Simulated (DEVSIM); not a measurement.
System: abrupt Si p-n junction, at 300 K.

Layer 1 from the left is Si, thickness (μm) 73.0, Na (cm⁻³) 6.8e16, τn (s) 1.1e-7, τp (s) 1.1e-7. Layer 2 from the left is Si, thickness (μm) 4.40, Nd (cm⁻³) 8.4e15, τn (s) 1.1e-7, τp (s) 1.1e-7.

Left contact: ohmic. Right contact: ohmic. Voltage is applied to the left contact. Recombination: SRH at mid-gap, Auger. Mobility is constant in doping.

The device is made up for the run: typed textbook-type constants, with dimensions and the other settings drawn at random. Values at 300 K.

Si: gap (eV) 1.124, affinity (eV) 4.05, permittivity 11.7, Nc (cm⁻³) 2.86e19, Nv (cm⁻³) 3.1e19, μn (cm²/Vs) 1417, μp (cm²/Vs) 470, Cn (cm⁶/s) 2.8e-31, Cp (cm⁶/s) 9.9e-32.

Estimate by hand the built-in potential, the peak field at zero bias, the capacitance at -1.5 V, and compare with a numerical solution.


- Built-in potential: ni = √(Nc Nv) exp(−Eg/2kT) = 1.08e10 cm⁻³ with Eg = 1.124 eV; Vbi = kT/q ln(Na Nd/ni²) = 0.755 V; numerical 0.755 V.
- Peak field at zero bias: depletion approximation: W = √(2εVbi/(qN)) = 0.361 μm with N = 7.48e15 cm⁻³; field = 2Vbi/W = 41800 V/cm; numerical 40500 V/cm (estimate above by 3.3 %).
- Capacitance at -1.5 V: C = √(qεN / 2(Vbi + |V|)) = 16.6 nF/cm²; numerical 16.8 nF/cm² (estimate below by 1.1 %).

Model (solved in DEVSIM): 1D drift-diffusion, Boltzmann statistics, complete ionisation; no tunnelling, impact ionisation, image-force lowering or self-heating.
